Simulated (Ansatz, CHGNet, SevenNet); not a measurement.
# NbSi2 (P6₂22, No. 180): properties by level of theory

```
level (code)              lattice parameter a (Å)  lattice parameter c (Å)
------------------------  -----------------------  -----------------------
CHGNet-r²SCAN (CHGNet)                      4.812                    6.572
SevenNet-l3i5 (SevenNet)                    4.818                    6.618
LDA (Ansatz)                                4.744                    6.538
PBE (Ansatz)                                4.812                    6.615
PBE-D4 (Ansatz)                             4.767                    6.570
r²SCAN (Ansatz)                             4.796                    6.580
```

Ansatz's density-functional and Hartree–Fock values are scalar-relativistic unless marked +SOC, with PAW data made under PBE.

The computed numbers hold no vibrational or temperature effects.

Ansatz is an electronic-structure program.
